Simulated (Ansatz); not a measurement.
Take CdS in the zinc blende structure (space group F-43m, No. 216; a = 5.824 Å) as the base. Axes: x, y, z lie along the cube axes.

Level of theory: Ansatz (a quantum-chemistry and plane-wave program), PBEsol, PAW, cutoff 420 eV, without spin-orbit coupling.

Strains are applied to the cell and any free atomic positions relax; under biaxial strain the out-of-plane vector relaxes too.

One change was made to it. Results:

| quantity | base | after |
|---|---|---|
| band gap | 1.01 eV | 0.88 eV |
| gap character | direct at Γ | direct at Γ |

Question: Which of these changes matches the shifts?
(A) biaxial strain −2.75 %, plane normal [110], relaxed out of plane
(B) strain tensor (xx, yy, zz, yz, xz, xy) = (+0.82, +2.47, +0.11, +0.58, −1.01, +0.26) %
(C) isotropic strain +5.91 %
(D) isotropic strain +0.87 %
(E) isotropic strain +1.32 %

Answer: B, strain tensor (xx, yy, zz, yz, xz, xy) = (+0.82, +2.47, +0.11, +0.58, −1.01, +0.26) %. For comparison, the band gap in the other runs: biaxial strain −2.75 %, plane normal [110], relaxed out of plane gives 0.96 eV; isotropic strain +5.91 % gives 0.65 eV; isotropic strain +1.32 % gives 0.93 eV; isotropic strain +0.87 % gives 0.96 eV.

Stability against distortions was not tested. Labels are those of the standard path for the cell's own space group.
